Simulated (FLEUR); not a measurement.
Input and output of a self-consistent single point for LiTaF6 (R-3, 8 atoms in the cell) (FLEUR).

Method: FLEUR with PBEsol, all-electron FLAPW (FLEUR), scalar-relativistic valence.

The change in words: lattice scaled by 0.98. Reference geometry:
```yaml
crystal:
  lattice:
    - [2.58467, 1.49226, 4.52600]
    - [-2.58467, 1.49226, 4.52600]
    - [0.00000, -2.98452, 4.52600]
  atoms:
    - { symbol: Li, position: [0.50000, 0.50000, 0.50000] }
    - { symbol: Ta, position: [0.00000, 0.00000, 0.00000] }
    - { symbol: F, position: [0.64967, 0.24539, 0.86097] }
    - { symbol: F, position: [0.35033, 0.75461, 0.13903] }
    - { symbol: F, position: [0.86097, 0.64967, 0.24539] }
    - { symbol: F, position: [0.13903, 0.35033, 0.75461] }
    - { symbol: F, position: [0.24539, 0.86097, 0.64967] }
    - { symbol: F, position: [0.75461, 0.13903, 0.35033] }
```

Reference input (self-consistent single point, DFT, PBEsol, all-electron FLAPW (FLEUR), scalar-relativistic valence): Kmax = 4.7 1/bohr; GmaxXC = 18.8 1/bohr; xcFunctional = PBEs; jspins = 1; l_soc = F; mode = hist; fermiSmearingEnergy = 0.0001 Htr; mesh (inpgen div1-3) = 6 6 6; inpgen gamma flag = true; Gmax = 18.8 1/bohr; numbands = 0; maxIterBroyd = 99. This run's input differs from it in these lines:

```diff
@@ -3,5 +3,5 @@
 &input film=f /
-4.8843185530 2.8199626314 8.5529004401
--4.8843185530 2.8199626314 8.5529004401
-0.0000000000 -5.6399252628 8.5529004401
+4.7866328872 2.7635637859 8.3818424313
+-4.7866328872 2.7635637859 8.3818424313
+-0.0000000000 -5.5271275719 8.3818424313
 1.0
@@ -50,5 +50,5 @@
          <bravaisMatrix>
-            <row-1>    4.8843185530000000     2.8199626314000001     8.5529004401000002</row-1>
-            <row-2>   -4.8843185530000000     2.8199626314000001     8.5529004401000002</row-2>
-            <row-3>    0.0000000000000000    -5.6399252628000003     8.5529004401000002</row-3>
+            <row-1>    4.7866328871999997     2.7635637859000002     8.3818424313000008</row-1>
+            <row-2>   -4.7866328871999997     2.7635637859000002     8.3818424313000008</row-2>
+            <row-3>    0.0000000000000000    -5.5271275719000004     8.3818424313000008</row-3>
          </bravaisMatrix>
```

The program printed (abridged):

```
 Iteration:     1   Distance:      17.62754532 me/bohr^3
 Iteration:     2   Distance:      15.63042321 me/bohr^3
 Iteration:     3   Distance:       9.01864444 me/bohr^3
 Iteration:     4   Distance:       8.87546028 me/bohr^3
 Iteration:     5   Distance:       3.55970718 me/bohr^3
   [... 9 lines left out ...]
 Iteration:    15   Distance:       0.00006613 me/bohr^3
 Iteration:    16   Distance:       0.00006583 me/bohr^3
 Iteration:    17   Distance:       0.00001355 me/bohr^3
 Iteration:    18   Distance:       0.00000908 me/bohr^3
 Reset of history
 Run finished successfully
 Stop message:
   Structural relaxation: new displacements generated

[file out, last iteration]
             iter=     19
[...]
          total density-effective poten   -2.8019765226E+04
          total charge density-energy d   -3.7528495046E+02
 Updated energy parameters for spin:           1
[...]
 fermi energy and band-weighting factors:

[...]
FERMIE:
          first approx. to ef    (T=0)  :  -0.006246 htr   (energy of the highest occ. eigenvalue)
          number of occ. states  (T=0)  :       1400
          first approx. to seigv (T=0)  : -31.984731 htr
          sum of weights of occ. states :  35.000000
          sum of semicore charge        :   0.000000 e
FERHIS:  Fermi-Energy by histogram:
          bandgap                     :   0.256648 htr
   [... lines left out ...]
          charge neutrality (T=0)     :   0.000000    (zero if the highest occ. eigenvalue is "entirely" occupied)
 Direct bandgap for spin            1 :   0.25893744974695737       Htr
 ---->    free energy=                    -16226.7432440649 htr
   [... lines left out ...]
 TOTAL FORCE FOR ATOM TYPE=  1  X=  0.000   Y=  0.000   Z= 12.573
                       FX_TOT= 0.000000 FY_TOT= 0.000000 FZ_TOT= 0.000000
 TOTAL FORCE FOR ATOM TYPE=  2  X=  0.000   Y=  0.000   Z=  0.000
                       FX_TOT= 0.000000 FY_TOT= 0.000000 FZ_TOT= 0.000000
 TOTAL FORCE FOR ATOM TYPE=  3  X= -2.851   Y=  0.478   Z= -2.045
                       FX_TOT=-0.012039 FY_TOT= 0.003009 FZ_TOT=-0.009188
```

The run converged in 18 iterations. FLEUR gives forces in its relaxation mode, with a further iteration, so its stop message speaks of a relaxation. Against the reference run the free energy rises by 9.8 meV/atom, the largest force goes from 0.424 to 0.794 eV/Å and the gap on the mesh goes from 6.522 to 6.984 eV.

The starting cell comes from a database of computed structures (which also holds hypothetical and non-ambient phases and stackings), without a prior relaxation at this level. For this run, on top of that: lattice scaled by 0.98. Spin-orbit coupling is off. Values depend on the basis (sphere radii, cutoffs, local orbitals), which need not be converged.

Cost on one core of a shared machine: roughly 8 min.
